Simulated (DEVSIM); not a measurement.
Device: illuminated Si p-on-n cell, one wavelength, at 350 K.

```
layer (left to right)  material  thickness (μm)  Nd (cm⁻³)  Na (cm⁻³)   τn (s)   τp (s)  absorption coefficient (cm⁻¹)
---------------------  --------  --------------  ---------  ---------  -------  -------  -----------------------------
1                            Si           0.230          -     1.8e18  0.00025   1.2e-5                          19000
2                            Si            25.0     2.8e17          -  0.00026  0.00026                          19000
```

Left contact: ohmic, minority electron recombination velocity 1e5 cm/s. Right contact: ohmic, minority hole recombination velocity 3000 cm/s. Voltage is applied to the left contact. Recombination: SRH at mid-gap, radiative, Auger. Light enters at the left, 1e17 photons cm⁻² s⁻¹, one pass, no reflection. Mobility is constant in doping.

Constants are typed, rounded textbook-type inputs, not results; the design itself was drawn at random and stands for no fabricated device. Values at 300 K; Nc and Nv go as T^1.5, mobilities as T to minus their exponent, the gap by Varshni's rule with the affinity fixed.

| parameter | Si |
|---|---|
| gap (eV) | 1.124 |
| affinity (eV) | 4.05 |
| permittivity | 11.7 |
| Nc (cm⁻³) | 2.86e19 |
| Nv (cm⁻³) | 3.1e19 |
| μn (cm²/Vs) | 1417 |
| μp (cm²/Vs) | 470 |
| T exponent of μn | 2.3 |
| T exponent of μp | 2.2 |
| B (cm³/s) | 4.7e-15 |
| Cn (cm⁶/s) | 2.8e-31 |
| Cp (cm⁶/s) | 9.9e-32 |
| Varshni α (eV/K) | 0.000473 |
| Varshni β (K) | 636 |

DEVSIM, 1D drift-diffusion, Boltzmann statistics, complete ionisation; no tunnelling, impact ionisation, image-force lowering or self-heating.

The thickness of layer 2 was swept, all else fixed.

```
thickness of layer 2 (μm)  largest power (mW/cm²)  dark forward voltage at 100 A/cm² (V)
-------------------------  ----------------------  -------------------------------------
5                                            5.96                                  0.755
8.8                                          5.97                                  0.756
15                                           5.98                                  0.758
25                                           6.00                                  0.760
42                                           6.04                                  0.765
75                                           6.06                                  0.772
120                                          6.07                                  0.782
```

From the first row to the last the largest power goes from 5.96 to 6.07. From the first row to the last the dark forward voltage at 100 A/cm² goes from 0.755 to 0.782.
